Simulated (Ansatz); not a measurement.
# Response to strain in Sn

Take Sn in the diamond structure (space group Fd-3m, No. 227; a = 6.474 Å; relaxed with 0.1 eV smearing) as the base.

Strains are applied to the cell and any free atomic positions relax.

The values are results of LDA in Ansatz (plane waves to 420 eV, PAW, no spin-orbit coupling), not measurements.

Candidates:
(a) isotropic strain −2.50 %
(b) isotropic strain +3.00 %
(c) isotropic strain −1.00 %
(d) isotropic strain −1.50 %
(e) isotropic strain +2.50 %

Notes on the quantities. energy relative to the base: free energy F.

Question: Order them by energy relative to the base, lowest first.

Answer: (c) isotropic strain −1.00 % (+4.4 meV/atom), (d) isotropic strain −1.50 % (+10 meV/atom), (e) isotropic strain +2.50 % (+24 meV/atom), (a) isotropic strain −2.50 % (+29 meV/atom), (b) isotropic strain +3.00 % (+34 meV/atom)

Whether these cells are dynamically stable was not tested.

Ansatz is a first-principles code.
